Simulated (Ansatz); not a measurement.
# Short convergence ladders for Ti3Al (P3m1, 8 atoms in the cell)

```
CELL_PARAMETERS angstrom
      5.77644     0.00000     0.00000
     -2.88822     5.00254     0.00000
      0.00000     0.00000     4.65370
ATOMIC_POSITIONS crystal
  Ti 0.82990 0.65980 0.25000
  Ti 0.17010 0.34020 0.75000
  Ti 0.17010 0.82990 0.75000
  Ti 0.82990 0.17010 0.25000
  Ti 0.34020 0.17010 0.25000
  Ti 0.65980 0.82990 0.75000
  Al 0.33333 0.66667 0.26074
  Al 0.66667 0.33333 0.75000
```

Base method: LDA (PW92), default PAW files made with PBE (plane waves; Ansatz, a first-principles code).

Base settings: basis.ecutwfc = 30.9 Ry; kpoints.mp_grid.grid = 4 4 4; hamiltonian.xc = lda; hamiltonian.pseudopotentials = {kind: paw} (the program's default PAW files); scf.occupations.method = fermi_dirac; scf.occupations.width = 0.0073 Ry.

The count of work is k-points × plane waves × bands × iterations; it is no time. 

**The cutoff for other potential files**

Level: DFT, LDA (PW92), plane waves, harder PAW files (source: ansatz) made with PBE.

In this ladder: hamiltonian.pseudopotentials = {kind: paw, source: ansatz}.

The second cell is the first with its lattice scaled by 0.98.

The mesh stays at the base's, so the ladder's end is converged at best in this setting alone.

The first pressure column holds Ansatz's estimate of the finite-basis (Pulay) stress, which hides part of the cutoff error; the other is without it.

Only quantities that move along the ladder and can be compared are tabulated.

```tsv
basis.ecutwfc	free energy less the last step's (meV/atom)	energy of the compressed cell less the first (meV/atom)	pressure (GPa)	pressure without the Pulay estimate (GPa)	largest difference of a force vector from the last step's (eV/Å)	count of work / last
29.8 Ry	1375.93	-32.87	-9.93	-81.11	0.060	0.11
36.4 Ry	212.38	-31.61	-7.97	-22.89	0.013	0.15
46.3 Ry	8.99	-31.75	-8.27	-9.14	0.000	0.21
56.2 Ry	0.98	-31.59	-8.26	-8.28	0.000	0.28
66.1 Ry	0.74	-31.58	-8.26	-8.27	0.000	0.35
79.4 Ry	0.47	-31.58	-8.26	-8.26	0.000	0.47
99.2 Ry	0.18	-31.58	-8.26	-8.26	0.000	0.65
132.3 Ry	0.00	-31.58	-8.26	-8.26	0.000	1.0
```

Coarsest basis.ecutwfc that holds the forces within 0.005 eV/Å of the last step, with all finer ones: 46.3 Ry, at 0.21 of the last step's count of work; the step before is off by 0.013 eV/Å.

Coarsest basis.ecutwfc that holds the pressure within 0.2 GPa of the last step, with all finer ones: 46.3 Ry, at 0.21 of the last step's count of work; the step before is off by 0.29 GPa.

Coarsest basis.ecutwfc that holds the pressure without the Pulay estimate within 0.1 GPa of the last step, with all finer ones: 56.2 Ry, at 0.28 of the last step's count of work; the step before is off by 0.88 GPa.

The energy difference between the two cells stays within 1 meV/atom of the last step's from 36.4 Ry on, the total only from 56.2 Ry on: much of the error is common to both cells and cancels.

At the lowest cutoff the pressure without the Pulay estimate lies 72.9 GPa under the last step's, the usual sign of Pulay stress in an incomplete plane-wave basis.

**The relaxed cell against the cutoff**

On Ti3Al (P6_3/mmc, 8 atoms in the cell): atoms on their sites.

In this ladder: relax = cell and atoms.

The mesh stays at the base's, so the ladder's end is converged at best in this setting alone.

Only quantities that move along the ladder and can be compared are tabulated.

```tsv
basis.ecutwfc	relaxed volume (Å³/atom)	relaxation steps
15.4 Ry	16.437	38
18.4 Ry	15.585	33
21.7 Ry	15.580	14
26.1 Ry	15.606	10
30.9 Ry	15.608	6
37.1 Ry	15.604	6
46.3 Ry	15.605	6
61.7 Ry	15.604	6
```

Coarsest basis.ecutwfc that holds the relaxed volume within 0.031 Å³/atom of the last step, with all finer ones: 18.4 Ry; the step before is off by 0.83 Å³/atom.

At the lowest cutoff the cell relaxes to a volume 5.3 % larger than at the highest. Ansatz relaxes on a stress corrected for the finite basis.

On the base run: the starting cell comes from a database of computed structures (which also holds hypothetical and non-ambient phases and stackings), without a prior relaxation at this level. Its lattice was rescaled by up to half a per cent. One atom was moved a little off its site on purpose. Spin polarisation is off. Without a gap this mesh is coarse (it stands for a supercell whose shortest vector is 19 Å).

Keys are those of Ansatz 0.2.
